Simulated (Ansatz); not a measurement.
**One base run on LiMgBN2 (I-4m2, 5 atoms in the cell) and variants with one or two settings moved**

```
CELL_PARAMETERS angstrom
     -1.87108     1.87108     4.35376
      1.87108    -1.87108     4.35376
      1.87108     1.87108    -4.35376
ATOMIC_POSITIONS crystal
  Li 0.25000 0.75000 0.50000
  Mg 0.75000 0.25000 0.50000
  B  0.50000 0.50000 0.00000
  N  0.65126 0.65126 0.00000
  N  0.34874 0.34874 0.00000
```

Base run A: HSE06, default PAW files made with PBE run with Ansatz (a first-principles code), self-consistent single point.

Its settings: basis.ecutwfc = 30.9 Ry; kpoints.mp_grid.grid = 6 6 6; hamiltonian.xc = hse06; hamiltonian.pseudopotentials = {kind: paw} (the program's default PAW files); scf.occupations.method = gaussian; scf.occupations.width = 0.0015 Ry.

The starting cell comes from a database of computed structures (which also holds hypothetical and non-ambient phases and stackings), without a prior relaxation at this level. Its lattice was rescaled by a random factor within 2.5 % of one. In the base run, with a pressure of about 4 GPa the cell is away from its equilibrium volume at this level. Ansatz's pressure includes its estimate of the finite-basis (Pulay) stress.

ΔF is the free energy per atom less that of run A. A dash stands where there is no value to compare (another energy zero or no entropy term, no result, no spin, no clean gap, or a mesh too coarse for one). Absolute energies have different zeros for different potentials, functionals, Hubbard and dispersion terms and are not compared across them.

Run A gave: pressure (GPa) 4.27; largest force (eV/Å) 0.721; gap on the mesh (eV) 3.903.

Runs:
- B: hamiltonian.xc: hse06 → pbesol [PBEsol]
- C: hamiltonian.xc: hse06 → pbe0 [PBE0]
- D: scf.convergence.dr2_threshold: default (1e-07 eV) → 1e-10 eV
- E: scf.mixing.algorithm: default (the program chose MSR1) → anderson; scf.mixing.beta: default → 0.2
- F: scf.self_checks: default → high

### Question
What does run B change against A?

### Answer
The pressure goes from 4.27 to 5.14 GPa, the largest force goes from 0.721 to 1.238 eV/Å and the gap on the mesh goes from 3.903 to 2.625 eV.

### Question
What does run C change against A?

### Answer
The pressure hardly changes (4.27 to 4.24 GPa), the largest force goes from 0.721 to 0.708 eV/Å and the gap on the mesh goes from 3.903 to 4.620 eV.

```csv
run,ΔF (meV/atom),pressure (GPa),largest force (eV/Å),gap on the mesh (eV)
A,0.00,4.27,0.721,3.903
B,–,5.14,1.238,2.625
C,–,4.24,0.708,4.620
D,0.00,4.27,0.721,3.903
E,0.00,4.27,0.721,3.903
F,0.00,4.27,0.721,3.903
```

Keys are those of Ansatz 0.2.
